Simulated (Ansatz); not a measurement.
Surface: Ge(100) surface of dimers buckled in the p(2x2) pattern, one row of 4 dimers, 4 layers, bottom layer H-capped and fixed; cell 8.1 x 16.1 Å; about 5 Å thick over the host's atoms, 24 atoms held; the lower dihydride is canted and the layers over it are shifted sideways by a few tenths of an Å, alike in all states. The numbers are results of PBE-D3(BJ) (plane waves to 420 eV, PAW; Ansatz, a program for electronic structure), not measurements. Sampling: 2x1x1 k points. The slab states were run without spin polarisation. Slab thickness, cell and mesh are as stated and are not converged limits. All energies are electronic energies at 0 K, without vibrations. Each state was relaxed from one prepared geometry.

One B2H6 a cell is brought to Ge(100) with buckled dimers. Relaxed result near the molecule:

```csv
atom,x (Å),y (Å),z (Å)
Ge(26),3.761,9.149,6.121
Ge(27),4.133,13.196,6.884
Ge(30),4.627,11.298,5.233
B(a0),4.631,11.086,9.442
B(a1),5.331,9.718,8.608
H(a2),5.029,10.923,8.185
H(a3),5.007,9.863,9.864
H(a4),3.440,11.150,9.498
H(a5),5.352,11.879,9.969
H(a6),4.562,8.889,8.149
H(a7),6.506,9.548,8.485
```

Problem. What is the adsorption energy against the free B2H6 and the slab before, and how much of it is dispersion?

Solution. -0.41 eV (negative: bound); the D3 term gives -0.31 eV of it. Its closest contacts to the rest of the cell: H(a6)...Ge(26) 2.20 Å, H(a2)...Ge(27) 2.77 Å, B(a1)...Ge(26) 3.00 Å.
